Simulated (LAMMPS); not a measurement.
Melts of ZnO (wurtzite) cooled to 300 K at several rates.

Level of theory: classical MD, Buckingham potential of Lewis and Catlow, J. Phys. C 18, 1149 (1985), first set, used with rigid ions (no shells), PPPM sums, short-range terms cut at 10 Å, modified for these runs by an r^-4 repulsive force inside the short-range force's maximum; code LAMMPS.

```csv
cooling rate (K/s),state,density,coordination number of O by Zn,rough cost
3e+12,crystallised,5.59 g/cm³ (one sample),3.99 (counted to 2.54 Å),100 core-minutes
1e+13,glass,5.47 g/cm³ (one sample),4.09 (counted to 2.66 Å),25 core-minutes
1e+14,glass,5.32 g/cm³ (one sample),4.15 (counted to 2.74 Å),12 core-minutes
```

Costs are rough and include melting and analysis.

Caution: the potential ionic pair potential lewis1985a is fitted to static crystal properties with a polarisable anion, which is rigid here.

Caution: at ambient pressure real ZnO sublimes or decomposes before or as it melts, so this liquid is the model's.

Caution (row 3e+12): the cell keeps the atom count and shape of the starting crystal, which eases freezing.
